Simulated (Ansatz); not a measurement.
The reference is MgO (space group P4_2/mnm, No. 136; a = 5.510 Å, c = 3.276 Å; a hypothetical phase, not in the database extracts checked). Axes: x, y, z lie along a, b, c of the conventional cell.

Now apply this change: the cell is compressed by 0.82 % along z with no lateral relaxation; the atoms relax in the strained cell.

Levels (all Ansatz, an electronic-structure program, PAW): PBEsol (420 eV, without spin-orbit coupling); r2SCAN (500 eV, spin-orbit coupling left out); HSE06 (420 eV, without spin-orbit coupling).

At the geometry relaxed with PBEsol, these levels gave the following band gaps, in shuffled order: (a) 5.13 eV, (b) 3.41 eV, (c) 4.17 eV.

### Question
Match each gap to its level.

### Answer
(a) HSE06; (b) PBEsol; (c) r2SCAN.

Single points use the geometry relaxed with PBEsol. HSE06 gaps are upper bounds (no full band path). No phonon test of stability was made.
